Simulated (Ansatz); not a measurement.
Worked example: self-consistent single point of GePt (Pnma, 8 atoms in the cell) in Ansatz (a first-principles code).

Level of theory: LDA (PW92), default PAW files made with PBE (plane waves; Ansatz).

The change in words: lattice scaled by 0.97; basis.ecutwfc: 420 eV → 250 eV. Reference geometry:
```
GePt
1.0
    5.75601     0.00000     0.00000
    0.00000     3.73003     0.00000
    0.00000     0.00000     6.11156
Ge Pt
4 4
Direct
  0.81393   0.75000   0.58801
  0.18607   0.25000   0.41199
  0.68607   0.25000   0.08801
  0.31393   0.75000   0.91199
  0.00185   0.75000   0.19271
  0.99815   0.25000   0.80729
  0.49815   0.25000   0.69271
  0.50185   0.75000   0.30729
```

Reference input (self-consistent single point, DFT, LDA (PW92), plane waves, default PAW files made with PBE): basis.ecutwfc = 420 eV; kpoints.mp_grid.grid = 5 8 5; hamiltonian.xc = lda; hamiltonian.pseudopotentials = {kind: paw} (the program's default PAW files); scf.occupations.method = fermi_dirac; scf.occupations.width = 0.1 eV. This run's input differs from it in these lines:

Ansatz 0.2 input:
```diff
@@ -2,5 +2,5 @@
   lattice:
-    - [5.75601000, 0.00000000, 0.00000000]
-    - [0.00000000, 3.73003000, 0.00000000]
-    - [0.00000000, 0.00000000, 6.11156000]
+    - [5.58333000, 0.00000000, 0.00000000]
+    - [0.00000000, 3.61812900, 0.00000000]
+    - [0.00000000, 0.00000000, 5.92821300]
   atoms:
@@ -15,3 +15,3 @@
 basis:
-  ecutwfc: 420.0 eV
+  ecutwfc: 250.0 eV
 kpoints:
```

The program printed (abridged):

```
SCF iter   1: F=—  HF=-65836.294957 eV  |F-HF|=—  |Δ(HF+E_count)|=         —  Δρ=3.32e-2  dr2=6.00e-1  ethr=1.77e-3  ⟨swp⟩=5.1  Hψ=10699  notcnv=0  defer=68
all-band conjugate gradients solve this SCF's bands
preconditioner: auto → Kerker (q_TF=auto, 2.759 Å⁻¹)
SCF iter   2: F=—  HF=-65835.573428 eV  |F-HF|=—  |Δ(HF+E_count)|=   7.22e-1  Δρ=1.70e-2  dr2=1.78e-1  ethr=4.69e-4  ⟨swp⟩=2.0  Hψ=6633  notcnv=0  defer=117
   [... lines left out ...]
SCF iter   5: F=—  HF=-65835.506063 eV  |F-HF|=—  |Δ(HF+E_count)|=   1.44e-3  Δρ=2.78e-4  dr2=1.22e-4  ethr=2.22e-6  ⟨swp⟩=2.0  Hψ=5467  notcnv=0  defer=117
SCF iter   6: F=—  HF=-65835.506038 eV  |F-HF|=—  |Δ(HF+E_count)|=   2.48e-5  Δρ=5.04e-5  dr2=4.07e-6  ethr=9.54e-8  ⟨swp⟩=2.1  Hψ=4928  notcnv=0  defer=117
SCF iter   7: F=—  HF=-65835.506036 eV  |F-HF|=—  |Δ(HF+E_count)|=   1.54e-6  Δρ=1.49e-5  dr2=3.20e-7  ethr=3.18e-9  ⟨swp⟩=2.0  Hψ=4631  notcnv=0  defer=117
SCF iter   8: F=-65835.506036 eV  HF=-65835.506036 eV  |F-HF|=3.97e-9  |Δ(HF+E_count)|=   2.66e-8  Δρ=3.19e-6  dr2=1.21e-8  ethr=7.81e-11  ⟨swp⟩=8.9  Hψ=11988  notcnv=0
SCF 1 converged in 8 iterations: F = -65835.506036 eV  dr2 = 1.21e-8
Free energy (F): -65835.506036 eV
Internal energy: -65835.439239 eV  (E = F + TS)
E sigma→0 (E₀):  -65835.472637 eV
Entropy (-TS):   -0.066798 eV (-8.350 meV/atom)
Fermi energy:    19.489300 eV
--- Forces (eV/Å), atoms counted from 1 ---
  atom   1  Ge     0.14618822    -0.00000000     0.08478918
  atom   2  Ge    -0.14618822    -0.00000000    -0.08478918
  atom   3  Ge    -0.14618822    -0.00000000     0.08478918
  atom   4  Ge     0.14618822    -0.00000000    -0.08478918
  atom   5  Pt    -0.21741384     0.00000000    -0.06909873
  atom   6  Pt     0.21741384     0.00000000     0.06909873
  atom   7  Pt     0.21741384     0.00000000    -0.06909873
  atom   8  Pt    -0.21741384     0.00000000     0.06909873
--- Stress (GPa, compression-positive) ---
       12.762331       0.000000       0.000000
        0.000000      11.400301       0.000000
        0.000000       0.000000      10.726195
  P = ⅓ Tr σ = 11.6296 GPa (116.296 kbar)
  The stress holds the Pulay correction. Without it, at fixed plane waves, as pw.x and ABINIT print it: P = -89.7628 GPa
```

The run converged in 8 iterations. Against the reference run the free energy goes up by 1.41 eV/atom, the pressure goes from -5.67 to 11.63 GPa and the largest force goes from 0.077 to 0.228 eV/Å.

The starting cell comes from a database of computed structures (which also holds hypothetical and non-ambient phases and stackings), without a prior relaxation at this level. For this run, on top of that: lattice scaled by 0.97. Spin polarisation is off. Ansatz's pressure includes its estimate of the finite-basis (Pulay) stress. Without the estimate this run gives -89.76 GPa. The cutoff lies below the one recommended for these files.
